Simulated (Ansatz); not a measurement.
Output of an Ansatz run (abridged):

```
WARN ansatz: RAYON_NUM_THREADS=1 ignored (pool sized by the plan → 1); use --threads N
Pseudopotentials: kind: paw
Pseudopotential: Na, paw, valence charge 9
Crystal: 1 atoms, lattice volume = 39.237 Å³
Basis set: ecut = 420 eV, 767 PW (Γ), exchange–correlation on 50×50×50 points (8 copies of the dense FFT grid, shifted against one another)
Bands: 9, of which v1, the nominal top of the filled ones, is band 5 counted from 1 (4 counted from 0)
Symmetry: 48 space group operations
Space group: Im-3m (ITA 229), of the structure as read, at distance tolerance 3.4e-5 Å
k-points: 56 of 1331
Initial density: superposition of atomic densities (neutral atoms: chi_scale 0, normalization atom), corrected by the library's trained network
Initial wavefunctions: pseudopotential atomic-orbital guess
Eigensolver: davidson
Functional: x = pbe(κ = 0.804, μ = 0.2195149727645171), c = pbe(β = 0.06672455060314922)
SCF iter   1: F=—  HF=-1486.422463 eV  |F-HF|=—  |Δ(HF+E_count)|=         —  Δρ=4.77e-4  dr2=4.30e-5  ethr=1.77e-3  ⟨swp⟩=4.9  Hψ=3197  notcnv=0
all-band conjugate gradients solve this SCF's bands
preconditioner: auto → Kerker (q_TF=auto, 2.135 Å⁻¹)
SCF iter   2: F=—  HF=-1486.422336 eV  |F-HF|=—  |Δ(HF+E_count)|=   1.28e-4  Δρ=1.43e-4  dr2=5.58e-6  ethr=4.78e-7  ⟨swp⟩=2.1  Hψ=1224  notcnv=0
SCF iter   3: F=—  HF=-1486.422355 eV  |F-HF|=—  |Δ(HF+E_count)|=   1.90e-5  Δρ=7.75e-5  dr2=2.31e-6  ethr=6.20e-8  ⟨swp⟩=2.4  Hψ=708  notcnv=0
SCF iter   4: F=—  HF=-1486.422361 eV  |F-HF|=—  |Δ(HF+E_count)|=   6.29e-6  Δρ=2.71e-5  dr2=2.69e-7  ethr=2.57e-8  ⟨swp⟩=2.6  Hψ=766  notcnv=0
iter 5 did not close the SCF: its close was put off for the readings that it lacked (scf_convergence_deferred on its scf_iter line)
SCF iter   5: F=-1486.422361 eV  HF=-1486.422361 eV  |F-HF|=2.08e-8  |Δ(HF+E_count)|=   6.06e-8  Δρ=9.11e-6  dr2=1.74e-8  ethr=2.99e-9  ⟨swp⟩=2.1  Hψ=714  notcnv=0
SCF iter   6: F=-1486.422361 eV  HF=-1486.422361 eV  |F-HF|=6.46e-10  |Δ(HF+E_count)|=   7.46e-9  Δρ=1.99e-6  dr2=9.09e-10  ethr=1.93e-10  ⟨swp⟩=2.0  Hψ=1598  notcnv=0
SCF 1 converged in 6 iterations: F = -1486.422361 eV  dr2 = 9.09e-10
SCF converged after 6 iterations
Free energy (F): -1486.422361 eV
Harris-Foulkes:  -1486.422361 eV  (|F-HF|=6.46e-10)
Internal energy: -1486.407893 eV  (E = F + TS)
E sigma→0 (E₀):  -1486.415127 eV
Entropy (-TS):   -0.014468 eV (-14.468 meV/atom)
Fermi energy:    1.527417 eV
--- Per-component energies (eV) ---
  E_band       = -243.537173
  E_kinetic    = 120.037807
  E_local      = -1459.167321  (includes V_loc(G=0)·N_el)
  E_nonlocal   = 115.068366
  E_hartree    = 534.810115
  E_xc         = -38.265422
  E_vxc        = -49.162961  (∫ρ·V_xc dr)
  E_paw        = -263.166112  (= ΣΔE_a)
  E_vpaw       = -39.934479  (= ΣTr[D̂ρ^β])
  E_aug_tail   = -0.000034  (compensation charges beyond the density's cutoff)
  E_ewald      = -495.725293
  E_smearing   = -0.014468  (= −TS)
  E_closure    = 0.000000  (closes the sum)
  Σ components = -1486.422361   (vs F -1486.422361, Δ=0.00e0)
--- Forces (eV/Å), atoms counted from 1 ---
  atom   1  Na     0.00000000    -0.00000000    -0.00000000
  max |Σ_I F_I| component: 1.34e-32 eV/Å
--- Stress (GPa, compression-positive) ---
       -0.409497       0.000000       0.000000
        0.000000      -0.409497       0.000000
       -0.000000      -0.000000      -0.409497
  P = ⅓ Tr σ = -0.4095 GPa (-4.095 kbar)
  The stress holds the Pulay correction. Without it, at fixed plane waves, as pw.x and ABINIT print it: P = -0.4112 GPa
--- Band table (eV; the first three rows and the last of 56) ---
  k-point 0: bands = ["-51.5369", "-23.4430", "-23.4430", "-23.4430", "-1.6536", "12.8711", "12.8711", "12.8711", "13.8405"]
  k-point 1: bands = ["-51.5367", "-23.4453", "-23.4438", "-23.4430", "-1.5139", "11.2125", "12.0895", "12.3308", "12.8811"]
  k-point 2: bands = ["-51.5364", "-23.4515", "-23.4459", "-23.4430", "-1.0969", "8.9255", "11.0908", "11.5561", "11.9186"]
  k-point 55: bands = ["-51.5342", "-23.4641", "-23.4637", "-23.4637", "4.8913", "6.0005", "6.2674", "6.2674", "7.0712"]
```

The structure:

```xyz
1
Lattice="-2.1406 2.1406 2.1406 2.1406 -2.1406 2.1406 2.1406 2.1406 -2.1406" Properties=species:S:1:pos:R:3 pbc="T T T"
Na     0.0000     0.0000     0.0000
```

Q: Reconstruct the input of this run.

A: Other spellings and defaults could give the same log, and not every line can be read from it. The input that was run (DFT, PBE, plane waves, default PAW files):

Ansatz 0.2 input:
```yaml
crystal:
  lattice:
    - [-2.14065000, 2.14065000, 2.14065000]
    - [2.14065000, -2.14065000, 2.14065000]
    - [2.14065000, 2.14065000, -2.14065000]
  atoms:
    - { symbol: Na, position: [0.00000000, 0.00000000, 0.00000000] }
basis:
  ecutwfc: 420.0
kpoints:
  mp_grid: { grid: [11, 11, 11] }
hamiltonian:
  xc: pbe
  pseudopotentials: { kind: paw }
scf:
  occupations: { method: fermi_dirac, width: 0.1 }
output:
  forces: true
  eigenvalues: true
  stress: true
```

The starting cell has typed, rounded lattice constants, without a prior relaxation at this level. Its lattice was rescaled by up to half a per cent. Ansatz's pressure includes its estimate of the finite-basis (Pulay) stress.

Ansatz is a first-principles code.
